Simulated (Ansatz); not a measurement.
## N on the 1x1 (10-10) surface of wurtzite ZnO (cut with top plane O + Zn), one in a 2x1 cell, started at the site 'hollow O'

Host crystal: wurtzite ZnO, with a band gap (PBE, scalar-relativistic without spin-orbit coupling).

All values below come from r2SCAN, at the PBE geometry and the start's symmetry (plane waves to 500 eV, PAW; Ansatz, a quantum-chemistry and plane-wave program).

Model: 33-atom slab, 9.4 Å thick at the start under the adsorbate (thin: gaps and levels are the slab's own), 3x4x1 mesh, Fermi-Dirac 0.01 eV, dipole correction, single point; no symmetry held, on the structure that PBE left; spin-polarised, ending with about 1.2 μB a cell, a value that depends on the mesh; orders that need a larger cell were not tried, no spin-orbit, no U, no dispersion correction. The slab shows no gap over 0.04 eV on its mesh. The program's check for a lower electronic state was not made. At the end it is bonded to O + Zn. In PBE it is, or lies within 0.03 eV of, the lowest of the starts that converged; the order may differ at this level.

```json
{
  "energy of the end state, in which the adsorbate paired with a surface O atom, against ½ N2(g) at the same level": "3.63 eV",
  "work_function_of_the_top_face": "5.13 eV",
  "change_of_the_step_from_the_bottom_to_the_top_vacuum_level_against_the_clean_slab": "0.45 eV",
  "height of the binding atom over the mean of the host atoms within 0.3 Å of the top one": "1.047 Å",
  "note": "in the relaxation the adsorbate left its starting site by 0.8 Å",
  "cost": "very roughly 7 core-minutes"
}
```

A negative adsorption energy means that the adsorbate is more stable on the surface than in its reference.
